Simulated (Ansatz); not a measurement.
The reference is MgS in the rock salt structure (space group Fm-3m, No. 225; a = 5.182 Å). Axes: x, y, z lie along the cube axes.

Method: PBEsol, PAW, 420 eV (Ansatz, a quantum-chemistry and plane-wave program; spin-orbit coupling left out).

Strains are applied to the cell and any free atomic positions relax.

One change was made to it. Results:

| quantity | base | after |
|---|---|---|
| smallest direct gap | 3.69 eV | 3.48 eV |
| band gap | 2.73 eV | 2.60 eV |
| valence-band top at Γ (three highest levels, from the VBM) | 0.00, 0.00, 0.00 eV | 0.00, -0.08, -0.08 eV |
| shortest interatomic distance | 2.591 Å | 2.591 Å |

Question: Which of these changes matches the shifts?
A. uniaxial strain ε_zz = −1.00 %
B. uniaxial strain ε_zz = +2.00 %
C. uniaxial strain ε_zz = +0.50 %

Answer: B, uniaxial strain ε_zz = +2.00 %. For comparison, the band gap in the other runs: uniaxial strain ε_zz = −1.00 % gives 2.70 eV; uniaxial strain ε_zz = +0.50 % gives 2.69 eV.

Whether these cells are dynamically stable was not tested.
